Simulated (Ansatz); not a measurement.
We consider fluorite PbF2 (high-temperature phase), described by PBE (Ansatz, a first-principles code, plane waves, PAW).

Run with plane-wave cutoff 520 eV, 8×8×8 k mesh, scalar-relativistic PAW data made under PBE.

Computed at the level's own relaxed cell.

Elastic tensor (GPa, Voigt notation, ions relaxed):

```
  102.4    48.6    48.6     0.0     0.0     0.0
   48.6   102.4    48.6     0.0     0.0     0.0
   48.6    48.6   102.4     0.0     0.0     0.0
    0.0     0.0     0.0    20.2     0.0     0.0
    0.0     0.0     0.0     0.0    20.2     0.0
    0.0     0.0     0.0     0.0     0.0    20.2
```

Worked from these constants: the tetragonal shear constant is C′ = (C11 − C12)/2 = 26.9 GPa against C44 = 20.2 GPa, so the C44 shear is the softer. The Zener ratio C44/C′ is 0.75 (1 for an isotropic solid), and the Cauchy pressure C12 − C44 is 28.4 GPa. With C11 + 2C12 = 199.6 GPa all three Born conditions hold; they don't test modes at the zone boundary.

Measured, for comparison: elastic constant C11 96.1 ± 0.09 GPa, elastic constant C44 20.8 ± 0.01 GPa (room temperature, no zero-point or thermal correction; as tabulated in Jamieson, Manghnani, Matsui, Ming, J. Geophys. Res. 91, 4643 (1986)). Computed (rounded) less measured: elastic constant C11 +6 %, elastic constant C44 -3 %. A static lattice is as a rule a little smaller and stiffer than an uncorrected measurement, which narrows the difference in the elastic constant C11 and would widen misses of the other sign.

Spin–orbit coupling is not included; it can shift volumes and moduli of such heavy elements.

Computed values are for the static lattice.
